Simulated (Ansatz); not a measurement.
Reference: Na2S (Fm-3m), PBEsol, rigid bands (plane waves, PAW, scalar-relativistic; Ansatz, an electronic-structure program); axes and stresses refer to this cell.

```yaml
crystal:
  lattice:
    - [0.00000, 3.25088, 3.25088]
    - [3.25088, 0.00000, 3.25088]
    - [3.25088, 3.25088, 0.00000]
  atoms:
    - { symbol: Na, position: [0.25000, 0.25000, 0.25000] }
    - { symbol: Na, position: [0.75000, 0.75000, 0.75000] }
    - { symbol: S, position: [0.00000, 0.00000, 0.00000] }
```

- band gap: 2.43 eV
- electron conductivity mass: 0.29 mₑ
- hole conductivity mass: 2.8 mₑ

Question: Change: functional r2SCAN on the same cell. What happens to band gap, electron conductivity mass, hole conductivity mass?

Answer: band gap goes up to 3.10 eV; electron conductivity mass grows to 0.32 mₑ; hole conductivity mass rises to 2.9 mₑ.

Masses are for dilute carriers at 300 K, harmonic means over directions unless an axis is named. Spin-orbit coupling is left out unless a row names it. 

Formula and space group known from diffraction (Crystallography Open Database), not checked to be the room-temperature form: Na2S (Fm-3m).
